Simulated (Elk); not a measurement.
A self-consistent single point of CaSe (Fm-3m, 2 atoms in the cell) with Elk.

Level of theory: Elk 10.2.4 with LDA (PW92), all-electron FP-LAPW, Elk's shipped species files, APW+lo basis with extra local orbitals.

```yaml
crystal:
  lattice:
    - [0.00000, 3.04004, 3.04004]
    - [3.04004, 0.00000, 3.04004]
    - [3.04004, 3.04004, 0.00000]
  atoms:
    - { symbol: Ca, position: [0.00000, 0.00000, 0.00000] }
    - { symbol: Se, position: [0.50000, 0.50000, 0.50000] }
```

Reference input (self-consistent single point, DFT, PBE, all-electron FP-LAPW, Elk's shipped species files, APW+lo basis with extra local orbitals): xctype = 20; rgkmax = 8; stype = 0; swidth = 0.0001 Ha; ngridk = 6 6 6; gmaxvr = 16 1/bohr; nxlo = 2; lorbcnd = true; lmaxi = 3; maxscl = 100. This run's input differs from it in these lines:

```diff
@@ -2,5 +2,2 @@
   0
-
-xctype
-  20
```

Output (repeated stretches shortened):

```
│ Self-consistent loop started │
│ Loop number : 1 │
 total energy                :     -3113.13537437
│ Loop number : 2 │
 total energy                :     -3113.03452761
RMS change in Kohn-Sham potential (target) :   0.8808836137E-01 (  0.1000000000E-05)
Absolute change in total energy (target)   :   0.1008467645     (  0.1000000000E-03)
│ Loop number : 3 │
 total energy                :     -3112.43243331
RMS change in Kohn-Sham potential (target) :   0.8049020851E-01 (  0.1000000000E-05)
Absolute change in total energy (target)   :   0.6273059897     (  0.1000000000E-03)
│ Loop number : 4 │
   [... lines left out ...]
Absolute change in total energy (target)   :   0.1128147993E-02 (  0.1000000000E-03)
│ Loop number : 13 │
 total energy                :     -3106.01837787
RMS change in Kohn-Sham potential (target) :   0.1986168739E-05 (  0.1000000000E-05)
Absolute change in total energy (target)   :   0.3724370040E-03 (  0.1000000000E-03)
│ Loop number : 14 │
 total energy                :     -3106.01833695
RMS change in Kohn-Sham potential (target) :   0.2330343984E-06 (  0.1000000000E-05)
Absolute change in total energy (target)   :   0.5218488604E-04 (  0.1000000000E-03)
Convergence targets achieved

│ Loop number : 15 │

Energies :
 Fermi                       :     0.117475453356
 total energy                :     -3106.01833113

Density of states at Fermi energy :   0.8410307832E-05
 (states/Hartree/unit cell)

Estimated indirect band gap :   0.7664083746E-01
 from k-point      1 to k-point     13
Estimated direct band gap   :   0.9859479790E-01
 at k-point      1

Charges :
 core                        :    28.00000000
 valence                     :    26.00000000
 interstitial                :    3.331631646
 muffin-tins (core leakage)
  species :    1 (Ca)
   atom    1                 :    18.12158365     (  0.1948909656E-07)
  species :    2 (Se)
   atom    1                 :    32.54678470     (  0.6002153487E-04)
 total in muffin-tins        :    50.66836835
 total calculated charge     :    53.99577256
 total charge                :    54.00000000
 error                       :   0.4227436515E-02

│ Self-consistent loop stopped │
```

The run converged in 15 iterations. The count includes the last loop, which Elk runs after its targets are met. Against the reference run the gap on the mesh goes from 2.214 to 2.086 eV.

The starting cell comes from a database of computed structures (which also holds hypothetical and non-ambient phases and stackings), without a prior relaxation at this level. Its lattice was rescaled by a random factor within 2.5 % of one. Values depend on the basis (sphere radii, cutoffs, local orbitals), which need not be converged.
